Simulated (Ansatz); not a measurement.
TaN (model structure, started from the NbAs type, I4₁md, No. 109, 4 atoms in the cell) was calculated with LDA in Ansatz (plane waves, PAW).

Run with plane-wave cutoff 520 eV, 18×18×18 k mesh, Fermi–Dirac smearing 0.01 eV, scalar-relativistic PAW data made under PBE.

Cell (relaxed at this level):

Space group I4₁md (No. 109); a = b = 2.870 Å, c = 10.136 Å, α = β = γ = 90.00°

```
atom  site  symmetry       x       y       z
----  ----  --------  ------  ------  ------
Ta      4a      2mm.  0.0000  0.0000  0.2489
N       4a      2mm.  0.0000  0.0000  0.6671
```
(The calculation used a cell of 4 atoms; values per cell refer to that cell.)

Q: Give the computed band gap, smallest direct gap on the k points sampled and direct gap at Γ.

A: 
- band gap: 0.55 eV
- smallest direct gap on the k points sampled: 0.84 eV
- direct gap at Γ: 5.10 eV

Note: the relaxation could raise the start's symmetry but not lower it, so the cell can be a saddle point.

Spin–orbit coupling is not included.

Computed values are for the static lattice.

The result took around 30 core-seconds (rough).

A model structure was made by putting elements into a prototype or built by hand; it is no filed structure, need not be a known phase, and can be a saddle point held by its symmetry.

Ansatz is a first-principles code.
